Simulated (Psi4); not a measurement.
Psi4 1.11, TPSS/def2-svpd: Y(NH2)3 ([NH2][Y]([NH2])[NH2]), 10 atoms. The geometry is a generated start, not checked to be a minimum at this level.

```
Property                                             Result
--------------------------  -------------------------------
task                                                 energy
method                                                 tpss
basis                                             def2-svpd
memory                                                 3 GB
maxiter                                                 100
keys of the molecule block                      symmetry c1
scf_type                                       df (default)
guess                        auto, which took SAD (default)
scf_initial_accelerator                     adiis (default)
e_convergence                               1e-06 (default)
d_convergence                               1e-06 (default)
dft_radial_points                              75 (default)
dft_spherical_points                          302 (default)
effective core potentials   those of the basis set, past Kr
basis functions                                         142
grid points                                          217248
```

```xyz
10

Y      0.0077     0.0177     0.0285
N      1.8960    -0.4620    -0.7906
H      2.6350    -0.9712    -0.3090
H      2.3570     0.0563    -1.5350
N     -0.6930    -1.0267     1.7312
H     -0.3470    -1.9297     2.0443
H     -1.6176    -0.9249     2.1447
N     -1.1577     1.5139    -0.8873
H     -2.1084     1.7797    -0.6385
H     -0.9721     1.9468    -1.7883
```

Charge 0 and multiplicity 1 are set for this test and not shown to be the ground state.

One run each on 2 threads. Values of diis_max_vecs tried: 3, 6, 10 (default), 20.

Problem. How does the count of SCF iterations change with diis_max_vecs, and where is it least?

Solution. Fewest SCF iterations, within one of each other: 6 with 11, 10 (default) with 10, 20 with 10. The count rises to 21 at 3. All converge to one solution.

```csv
diis_max_vecs,SCF iterations,end
3,21,same solution
6,11,same solution
10 (default),10,same solution
20,10,same solution
```
